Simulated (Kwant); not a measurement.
Model system: π system c1ccsc1 between two chain leads. The π system is taken as planar. Atoms are numbered from 0 in the order of the SMILES. Site energies (eV, carbon 0): [0.0, 0.0, 0.0, -3.3, 0.0]. Bonds (i, j, β in eV): (0,1,-3) (1,2,-3) (2,3,-2.1) (3,4,-2.1) (4,0,-3). Leads: chains of hopping −4.5 eV, joined by −1.5 eV to atoms 2 and 4.

Site energies and bond integrals are typed Hückel values.

Model: Hückel tight-binding model, one pz orbital an atom, one spin, coherent transport at 0 K (Kwant). Conductance is in e²/h.

Sweep values stay those of the base run.

Base results: mean G (e²/h) over the sweep 0.24; transmission at E = 0 0.063.

Question: What follows from this one change: contacts moved from atoms [2, 4] to [0, 4]?

Answer: mean G over the sweep 0.24 → 0.12 e²/h; transmission at E = 0 little changed (0.063).

Question: What follows from this one change: contacts moved from atoms [2, 4] to [0, 1]?

Answer: mean G over the sweep 0.24 → 0.18 e²/h; transmission at E = 0 0.063 → 0.0061.
